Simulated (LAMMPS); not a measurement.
LAMMPS 22 Jul 2025, classical MD, Born-Mayer-Huggins in the Tosi-Fumi form: NaCl, 5832 atoms.

```
Item                                                                                             Value
-----------------------------------------------  -----------------------------------------------------
task                                                                                           MD, nve
potential                                                     Born-Mayer-Huggins in the Tosi-Fumi form
copies of the repeat unit                                                                        9×9×9
shape (slab and sphere leave vacuum in the box)                                                   bulk
steps                                                                                              200
timestep                                                                                          2 fs
neighbor skin                                                                                      2 Å
neigh_modify                                                                 every 1 delay 0 check yes
thermo                                                                                              50
kspace_style                                                                                      pppm
pair cutoff                                                                                        9 Å
newton                                                                                    on (default)
atom_modify sort (bins of 2 Å where set)                                                1000 (default)
comm_style                                                                             brick (default)
box                                                                               50.8 × 50.8 × 50.8 Å
start                                            generated rock salt lattice, warmed in an untimed run
```

All runs start from one configuration, warmed at this fixed volume for 1000 steps under a thermostat at 300 K. The reference run has a mean temperature of 299 K and a mean pressure of 0.6 GPa.

Yardstick: the run with kspace_accuracy = 1e-08, kspace_modify order 7, which is not proven converged either. Each setting ran once; only counts and results are compared.

Measured:

```json
[
 {"setting": "the reference", "k-space grid": "120×120×120", "energy against the reference": "—", "difference in forces on 48 atoms (largest component)": "—"},
 {"setting": "kspace_accuracy = 1e-06, kspace_modify order 5 diff ik (default)", "k-space grid": "90×90×90", "energy against the reference": "+0.0020 meV/atom", "difference in forces on 48 atoms (largest component)": "0.027 meV/Å"},
 {"setting": "kspace_accuracy = 1e-05, kspace_modify order 5 diff ik (default)", "k-space grid": "54×54×54", "energy against the reference": "+0.029 meV/atom", "difference in forces on 48 atoms (largest component)": "0.20 meV/Å"},
 {"setting": "kspace_accuracy = 0.0001, kspace_modify order 5 diff ik (default)", "k-space grid": "36×36×36", "energy against the reference": "+0.23 meV/atom", "difference in forces on 48 atoms (largest component)": "1.1 meV/Å"},
 {"setting": "kspace_accuracy = 0.001, kspace_modify order 5 diff ik (default)", "k-space grid": "20×20×20", "energy against the reference": "+4.4 meV/atom", "difference in forces on 48 atoms (largest component)": "13 meV/Å"},
 {"setting": "kspace_accuracy = 0.01, kspace_modify order 5 diff ik (default)", "k-space grid": "12×12×12", "energy against the reference": "+39 meV/atom", "difference in forces on 48 atoms (largest component)": "72 meV/Å"}
]
```

How far does the result lie from the reference with kspace_accuracy = 0.1, kspace_modify order 5 diff ik (default)?

k-space grid: 4×4×4; energy against the reference: +640 meV/atom; difference in forces on 48 atoms (largest component): 580 meV/Å. Total energies are compared; such shifts often cancel in part in energy differences. Energies and forces are those of the first step; by LAMMPS's own estimate the reference reaches a relative force accuracy of 1e-07.
